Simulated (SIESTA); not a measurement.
Band structure of MgTiNbS4 (P1, 7 atoms in the cell).

```
CELL_PARAMETERS angstrom
      3.45108     0.00000     0.00000
     -0.00047     6.12685     0.00000
     -1.71322    -2.83343     6.65277
ATOMIC_POSITIONS crystal
  Mg 0.71608 0.07913 0.43549
  Ti 0.99195 0.94590 0.98466
  Nb 0.49881 0.53740 0.99784
  S  0.12550 0.77771 0.25307
  S  0.37700 0.72026 0.75274
  S  0.59246 0.24830 0.18707
  S  0.89891 0.23130 0.79653
```

Method of the run: GGA PBEsol with spin-orbit coupling, numerical atomic orbitals DZP, PseudoDojo PBEsol fully relativistic norm-conserving potentials (rewritten from UPF to PSML) (SIESTA 5.4.2).

Settings: XC.functional = GGA; XC.authors = PBEsol; potentials = PseudoDojo PBEsol fully relativistic; PAO.BasisSize = DZP; PAO.EnergyShift = 0.01 Ry; MeshCutoff = 300 Ry; kgrid.MonkhorstPack = 6 4 3; OccupationFunction = FD; ElectronicTemperature = 100 meV; Spin = spin-orbit; MaxSCFIterations = 150; SCF.Mixer.Method = Pulay; SCF.Mixer.Weight = 0.25; SCF.Mixer.History = 8.

The starting cell comes from a database of computed structures (which also holds hypothetical and non-ambient phases and stackings), without a prior relaxation at this level. Its lattice was rescaled by a random factor within 2.5 % of one. Values carry the incompleteness of an atom-centred basis.

Levels in eV from the Fermi level, bands 55 to 60:
| point | 55 | 56 | 57 | 58 | 59 | 60 |
|---|---|---|---|---|---|---|
| X | -2.50 | -2.50 | -0.42 | -0.42 | -0.24 | -0.24 |
| Γ | -1.09 | -1.09 | -0.69 | -0.69 | 0.13 | 0.13 |
| Y | -1.37 | -1.37 | -0.81 | -0.81 | 0.27 | 0.27 |
| L | -2.34 | -2.34 | -0.75 | -0.75 | -0.50 | -0.50 |
| Z | -1.30 | -1.30 | -1.04 | -1.04 | 0.29 | 0.29 |
| N | -2.34 | -2.34 | -0.75 | -0.75 | -0.50 | -0.50 |
| M | -0.85 | -0.85 | -0.70 | -0.70 | 0.28 | 0.28 |
| R | -2.51 | -2.51 | -0.43 | -0.43 | -0.24 | -0.24 |

Bands cross the Fermi level along this path, so the cell is metallic at this level.

Higher empty bands are left out: an atom-centred basis made for the valence describes them poorly.

The net moment of the cell came out as 0.00 μB.
